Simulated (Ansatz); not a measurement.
## Si, response to strain

Take Si in the diamond structure (space group Fd-3m, No. 227; a = 5.4021 Å) as the base. Axes: x, y, z lie along the cube axes.

Strains are applied to the cell and any free atomic positions relax; under biaxial strain the out-of-plane vector relaxes too.

Computed with plane-wave PAW DFT at the LDA level (Ansatz, an electronic-structure program, 420 eV), without spin-orbit coupling.

| biaxial strain, plane normal [111], relaxed out of plane (%) | out-of-plane strain (%) |
|---|---|
| 0 | 0.00 |
| 0.42 | -0.20 |
| 0.83 | -0.38 |
| 1.25 | ? |
| 1.67 | -0.75 |
| 2.08 | -0.93 |
| 2.5 | -1.11 |

**Question.** Fit ε⊥ = −νε + γε² (strains in %) to the rows shown and predict the withheld row.

**Answer.** Least squares on the printed values gives ν = 0.47 (the biaxial Poisson response) and γ = 0.009 (largest residual 0.01 %); this predicts -0.57 %, and the run gives -0.57 %, in agreement.

Stability against distortions was not tested.
